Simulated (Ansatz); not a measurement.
TbPd3 (Pm-3m, No. 221), treated with r²SCAN (Ansatz, a first-principles code, PAW).

Settings: plane-wave cutoff 560 eV, 14×14×14 k mesh, Fermi–Dirac smearing 0.05 eV, spin-polarised with parallel moments, scalar-relativistic PAW data made under PBE.

Computed at the level's own relaxed cell.

Task: Predict the lattice constant a and bulk modulus.

Result: 
* **lattice constant a**: 4.096 Å
* **bulk modulus**: 136 GPa

Note: the magnetic order was assumed, not searched for or taken from measurement; the 4f shell is treated without U or exact exchange, so its levels and filling can be wrong; the bulk modulus is −V dP/dV from two relaxed cells at ±2 % in volume.

Spin–orbit coupling is not included.

The computed numbers hold no vibrational or temperature effects.
